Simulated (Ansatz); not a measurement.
Hypothetical Pm-3m TaN: response to strain

Take TaN (space group Pm-3m, No. 221; a hypothetical phase, not in the database extracts checked) as the base.

```
CELL_PARAMETERS angstrom
      4.21319     0.00000     0.00000
      0.00000     4.21319     0.00000
      0.00000     0.00000     4.21319
ATOMIC_POSITIONS crystal
  Ta 0.00000 0.50000 0.50000
  Ta 0.50000 0.00000 0.50000
  Ta 0.50000 0.50000 0.00000
  N  0.50000 0.00000 0.00000
  N  0.00000 0.50000 0.00000
  N  0.00000 0.00000 0.50000
```

Cartesian axes are those of the cell as printed.

Strains are applied to the cell and any free atomic positions relax; under biaxial strain the out-of-plane vector relaxes too; under stress the whole cell relaxes.

Method: PBEsol (Ansatz, a first-principles code; PAW; 420 eV plane waves; spin-orbit coupling left out).

Notes on the quantities. energy relative to the base: free energy F.

```json
[
 {"change": "base", "energy relative to the base": "0 meV/atom", "shortest interatomic distance": "2.107 Å"},
 {"change": "biaxial strain −4.73 %, plane normal [110], relaxed out of plane", "energy relative to the base": "+77 meV/atom", "shortest interatomic distance": "2.007 Å"},
 {"change": "uniaxial strain ε_zz = −1.00 %", "energy relative to the base": "+1.8 meV/atom", "shortest interatomic distance": "2.086 Å"},
 {"change": "tensor shear ε_yz = +2.94 %", "energy relative to the base": "?", "shortest interatomic distance": "2.107 Å"},
 {"change": "uniaxial stress, 0.5 GPa tension along x", "energy relative to the base": "0.0 meV/atom", "shortest interatomic distance": "2.105 Å"}
]
```

### Question
Complete the table.

### Answer

- tensor shear ε_yz = +2.94 %, energy relative to the base: +8.0 meV/atom

Without a gap, meshes like the base's 11×11×11 leave anisotropic stresses uncertain by several tenths of a GPa, and small strain energies with them. Beyond what the load breaks, stability against distortions was not tested. The final runs are not spin-polarised.
